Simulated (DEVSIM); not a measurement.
System: abrupt InP n-p junction, at 400 K.

Layer 1 from the left is InP, thickness (μm) 3.00, Nd (cm⁻³) 8.7e16, τn (s) 3.1e-8, τp (s) 3.1e-8. Layer 2 from the left is InP, thickness (μm) 32.0, Na (cm⁻³) 8.5e16, τn (s) 3.1e-8, τp (s) 3.1e-8.

Left contact: ohmic. Right contact: ohmic. Voltage is applied to the left contact. Recombination: SRH at mid-gap, Auger. Mobility is constant in doping.

The device is made up for the run: typed textbook-type constants, with dimensions and the other settings drawn at random. Values at 300 K; Nc and Nv go as T^1.5, mobilities as T to minus their exponent, the gap by Varshni's rule with the affinity fixed.

InP: gap (eV) 1.344, affinity (eV) 4.38, permittivity 12.5, Nc (cm⁻³) 5.7e17, Nv (cm⁻³) 1.1e19, μn (cm²/Vs) 5200, μp (cm²/Vs) 170, T exponent of μn 2, T exponent of μp 2, Cn (cm⁶/s) 9e-31, Cp (cm⁶/s) 9e-31, Varshni α (eV/K) 0.000363, Varshni β (K) 162.

Simulated with DEVSIM: 1D drift-diffusion, Boltzmann statistics, complete ionisation; no tunnelling, impact ionisation, image-force lowering or self-heating.

Dark forward current:

| |V| (V) | |J| (A/cm²) |
|---|---|
| 0.05 | 7.135e-8 |
| 0.10 | 2.114e-7 |
| 0.15 | 5.052e-7 |
| 0.20 | 1.139e-6 |
| 0.25 | 2.534e-6 |
| 0.30 | 5.688e-6 |
| 0.35 | 1.313e-5 |
| 0.40 | 3.191e-5 |
| 0.45 | 8.395e-5 |
| 0.50 | 0.0002449 |
| 0.55 | 0.0007979 |
| 0.60 | 0.002862 |
| 0.65 | 0.01101 |
| 0.70 | 0.04422 |
| 0.75 | 0.1817 |
| 0.80 | 0.7456 |
| 0.85 | 2.917 |
| 0.90 | 9.819 |
| 0.95 | 25.82 |
| 1.00 | 53.93 |
| 1.05 | 96.04 |
| 1.10 | 153.9 |
| 1.15 | 228.9 |
| 1.20 | 322.6 |
| 1.25 | 436.1 |
| 1.30 | 570.5 |

Q: Work out the local ideality factor n = ΔV / (kT/q · ln(J2/J1)) between the rows 0.15 and 0.20 V, 0.70 and 0.75 V, 1.25 and 1.30 V.

A: kT/q = 34.47 mV. From 0.15 to 0.20 V: ln(1.139e-6/5.052e-7) = 0.813, n = 1.78. From 0.70 to 0.75 V: ln(0.1817/0.04422) = 1.413, n = 1.03, near the 1 of diffusion or emission over a barrier. From 1.25 to 1.30 V: ln(570.5/436.1) = 0.269, n = 5.40.

Q: Estimate the current at 0.70 V from the Shockley equation with J0 = Σ q ni² D/(N L) coth(W/L), τ joining the SRH, radiative and Auger lifetimes that are on, and W taken as the whole layer.

A: ni² = 4.47e20 cm⁻⁶; holes in the n layer: μ = 95.6 cm²/Vs, D = 3.30 cm²/s, τ = 3.10e-8 s, L = 3.20 μm, W/L = 0.94, term 1.15e-11 A/cm²; electrons in the p layer: μ = 2930 cm²/Vs, D = 101 cm²/s, τ = 3.10e-8 s, L = 17.7 μm, W/L = 1.8, term 5.06e-11 A/cm². J0 = 6.22e-11 A/cm², and J = J0 exp(qV/kT) = 0.0410 A/cm². The simulation gives 0.0442 A/cm²; the estimate lies 7.2 % below. The estimate leaves out recombination in the depletion region and that region's share of W.
